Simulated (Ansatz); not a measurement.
## Pt under a change: isotropic strain −0.53 %

Base system: Pt in the fcc (Cu type) structure (space group Fm-3m, No. 225; a = 3.9403 Å).

The change: every lattice vector is shortened by 0.53 %; the atoms relax in the strained cell.

Level of theory: Ansatz (an electronic-structure program), r2SCAN, PAW, cutoff 500 eV, no SOC. Settings: 20×20×20 k-points, 0.05 eV Fermi–Dirac smearing.

| quantity | base | changed | shift |
|---|---|---|---|
| volume per atom | 15.29 Å³ | 15.05 Å³ | -0.24 Å³ |
| space group | Fm-3m (No. 225) | Fm-3m (No. 225) | – |
| energy relative to the base (free energy F) | 0 meV/atom | +3.4 meV/atom | +3.4 meV/atom |
| pressure | 0.0 GPa | 4.5 GPa | +4.5 GPa |
| band gap | zero | zero | – |

Cost of the whole job for the changed cell (relaxation, final SCF and bands): very roughly 15 core-seconds.

Whether these cells are dynamically stable was not tested. All final runs are without spin polarisation.
